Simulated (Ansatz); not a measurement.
Results of PBEsol in Ansatz (plane waves, PAW) for NbCr₂ (Fd-3m, No. 227).

Settings: plane-wave cutoff 500 eV, 14×14×14 k mesh, Fermi–Dirac smearing 0.1 eV, no spin polarisation, scalar-relativistic PAW data made under PBE.

Computed at the level's own relaxed cell.

Question: Give the computed equilibrium volume per atom and lattice constant a.

Answer: 
equilibrium volume per atom: 13.51 Å³/atom
lattice constant a: 6.871 Å

The run finds no gap.

It cost about 2.4 core-minutes (a rough figure) of CPU time.

Ansatz is a program for electronic structure.
